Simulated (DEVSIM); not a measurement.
Device: Co/Al2O3/p-Ge capacitor, at 250 K.

```
layer (left to right)  material  thickness (nm)  Na (cm⁻³)
---------------------  --------  --------------  ---------
1                         Al2O3            29.0          -
2                            Ge            1600     1.3e17
```

Metal gate on the left, work function 5 eV. Fixed charge at the semiconductor interface 0 cm⁻² (in units of +e); no interface traps.

The device is made up for the run: typed textbook-type constants, with dimensions and the other settings drawn at random. Values at 300 K; Nc and Nv go as T^1.5, mobilities as T to minus their exponent, the gap by Varshni's rule with the affinity fixed.

| parameter | Al2O3 | Ge |
|---|---|---|
| gap (eV) | 6.8 | 0.664 |
| affinity (eV) | 1.35 | 4 |
| permittivity | 9 | 16 |
| Nc (cm⁻³) | - | 1.04e19 |
| Nv (cm⁻³) | - | 6e18 |
| Varshni α (eV/K) | - | 0.000477 |
| Varshni β (K) | - | 235 |

Model (solved in DEVSIM): 1D Poisson equation in equilibrium, Boltzmann statistics, complete ionisation; no quantum confinement or tunnelling. Metal contacts follow the ideal Schottky-Mott rule: no Fermi-level pinning, no interface dipoles.

The gate work function was swept, all else fixed.

| gate work function (eV) | threshold voltage (band bending 2φF) (V) | flat-band voltage (V) |
|---|---|---|
| 4.7 | 1.25 | 0.09 |
| 4.85 | 1.40 | 0.24 |
| 5 | 1.55 | 0.39 |
| 5.15 | 1.70 | 0.54 |
| 5.3 | 1.85 | 0.69 |

From the first row to the last the threshold voltage (band bending 2φF) goes from 1.25 to 1.85. From the first row to the last the flat-band voltage goes from 0.09 to 0.69.
